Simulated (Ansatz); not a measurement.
A working Ansatz (a program for electronic structure) input for MoS2 (P1, 3 atoms in the cell) (DFT, PBEsol, plane waves, default PAW files made with PBE):

Ansatz 0.2 input:
```yaml
crystal:
  lattice:
    - [1.592150, 0.919228, 6.482100]
    - [-1.592150, 0.919228, 6.482100]
    - [0.000000, -1.838456, 6.482100]
  atoms:
    - { symbol: Mo, position: [0.993522, 1.008128, 1.006946] }
    - { symbol: S, position: [0.414489, 0.411972, 0.408999] }
    - { symbol: S, position: [0.258009, 0.245920, 0.250075] }
kpoints:
  mp_grid:
    grid: [10, 10, 10]
hamiltonian:
  xc: pbesol
  pseudopotentials:
    kind: paw
scf:
  occupations:
    method: fixed
output:
  forces: true
  eigenvalues: true
  stress: true
```

The run converged in 8 iterations: free energy E − TS (on the zero of these files) -6670.0120 eV; top of the valence band (on the code's own zero) 9.80 eV; gap on the k-point mesh 0.98 eV; pressure -3.12 GPa; largest force (vector length) 2.708 eV/Å. Each of these slips is then made, one at a time:

(1)
```diff
+  max_iter: 2
```

(2)
```diff
+    - { symbol: Mo, position: [0.993522, 1.008128, 1.006946] }
```

Task: What happens in each case?

Result: 
(1) An iteration limit that is too low. The run ended unconverged after 2 iterations.
```
did not converge after 2 iterations: dr2 = 9.99e-2 (threshold 1.00e-7), under the density mixer `msr1`, which `scf.mixing.algorithm: auto` chose by the deck's other keys (type `scf.mixing.algorithm: msr1` to keep it); at k-index 503, counted from 0 in this SCF's own list of k-points, the highest band that the last eigensolve's fill by count filled, [...]
```

(2) One atom entered twice. The program stopped before any SCF iteration.
```
Error: atoms 0 (Mo) and 3 (Mo) coincide: fractional positions [0.993522, 1.008128, 1.006946] and [0.993522, 1.008128, 1.006946] are 0.00e0 Å apart, within the symmetry tolerance 1e-5 (fractional) on every axis — remove the duplicate or separate the sites (indices count the expanded atom list at the failing check: the typed cell's during the `space_ [...]
```

The starting cell comes from a database of computed structures (which also holds hypothetical and non-ambient phases and stackings), without a prior relaxation at this level. Its atoms were displaced at random from the sites of space group no. 160. In the base run, with a pressure of about -3 GPa the cell is away from its equilibrium volume at this level. In the base run, forces exceed 1 eV/Å. Ansatz's pressure includes its estimate of the finite-basis (Pulay) stress.

Left out of this page: 2 runs of the series outside the window shown, repeating another row's setting, or not comparable; 1 run of the series stopped by limits of time or memory.
